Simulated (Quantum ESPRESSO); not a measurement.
Input and output of a relaxation of the atoms for PbBrF (P4mm, 6 atoms in the cell) (Quantum ESPRESSO).

Method of the run: LDA (PZ), GBRV 1.5 ultrasoft (LDA) pseudopotentials (plane waves; Quantum ESPRESSO 7.5).

The input file:

```fortran
&control
  calculation = 'relax'
  prefix = 'pwscf'
  outdir = './out'
  pseudo_dir = './'
  forc_conv_thr = 3.9e-05
/
&system
  ibrav = 6
  A = 4.197615000
  C = 7.685327000
  nat = 6
  ntyp = 3
  ecutwfc = 40
  ecutrho = 200
  occupations = 'smearing'
  smearing = 'fermi-dirac'
  degauss = 0.0036749
/
&electrons
  conv_thr = 1.0d-9
/
&ions
/
ATOMIC_SPECIES
Pb   207.2000  pb_lda_v1.uspp.F.UPF
Br    79.9040  br_lda_v1.4.uspp.F.UPF
F     18.9984  f_lda_v1.4.uspp.F.UPF
ATOMIC_POSITIONS bohr
Pb    0.000000000    3.966171363   12.038511400
Pb    3.966171363    0.000000000    2.768114908
Br    3.966171363    0.000000000    9.479704321
Br    0.000000000    3.966171363    5.043458887
F     3.966171363    3.966171363    0.000000000
F     0.000000000    0.000000000    0.000000000
K_POINTS automatic
3 3 2  0 0 0
```

Output (repeated stretches shortened):

```
     Self-consistent Calculation

     iteration #  1     ecut=    40.00 Ry     beta= 0.70

     Threshold (ethr) on eigenvalues was too large:
     Diagonalizing with lowered threshold

     negative rho (up, down):  2.848E-02 0.000E+00

     total energy              =    -518.44683493 Ry
     estimated scf accuracy    <       0.50666437 Ry

     iteration #  2     ecut=    40.00 Ry     beta= 0.70

     negative rho (up, down):  2.931E-02 0.000E+00

     total energy              =    -518.43947291 Ry
     estimated scf accuracy    <       1.10515711 Ry

     iteration #  3     ecut=    40.00 Ry     beta= 0.70

     negative rho (up, down):  2.933E-02 0.000E+00

     total energy              =    -518.67181221 Ry
     estimated scf accuracy    <       0.10651350 Ry

   [... 6 blocks of this kind left out ...]

     iteration # 10     ecut=    40.00 Ry     beta= 0.70

     negative rho (up, down):  2.921E-02 0.000E+00

     total energy              =    -518.68800327 Ry
     estimated scf accuracy    <          3.8E-09 Ry

     iteration # 11     ecut=    40.00 Ry     beta= 0.70

     negative rho (up, down):  2.921E-02 0.000E+00
     End of self-consistent calculation

     the Fermi energy is     6.7711 ev

!    total energy              =    -518.68800327 Ry
     estimated scf accuracy    <          5.5E-10 Ry
     smearing contrib. (-TS)   =      -0.00000000 Ry
     internal energy E=F+TS    =    -518.68800327 Ry

     convergence has been achieved in  11 iterations

   [... lines left out ...]
     Total force =     0.026683     Total SCF correction =     0.000149
     the Fermi energy is     6.7402 ev
!    total energy              =    -518.69066233 Ry
     Total force =     0.000512     Total SCF correction =     0.000003
   [... lines left out ...]
     Energy error            =      2.9E-07 Ry
     Gradient error          =      3.5E-04 Ry/Bohr

     bfgs failed after  25 scf cycles and  19 bfgs steps, convergence not achieved
     (criteria: energy <  1.0E-04 Ry, force <  3.9E-05 Ry/Bohr)

     End of BFGS Geometry Optimization

     Final energy             =    -518.6906623319 Ry

     File ./out/pwscf.bfgs deleted, as requested
Begin final coordinates

ATOMIC_POSITIONS (bohr)
Pb               0.0000000000        3.9661713630       11.8853516891
Pb               3.9661713630        0.0000000000        2.7422009767
Br               3.9661713630        0.0000000000        9.6518459095
Br               0.0000000000        3.9661713630        4.9559932781
F                3.9661713630        3.9661713630        0.0471988312
F                0.0000000000        0.0000000000        0.0471988312
End final coordinates

   JOB DONE.
```

The relaxation ended unconverged.  The full log also holds: “WARNING: bfgs curvature condition failed, Theta= 0.955”.

The starting cell comes from a database of computed structures (which also holds hypothetical and non-ambient phases and stackings), without a prior relaxation at this level. Its lattice was rescaled by up to half a per cent. For this run, on top of that: one atom moved by 0.15 angstrom.

Cost on one core of a shared machine: roughly 6 min.
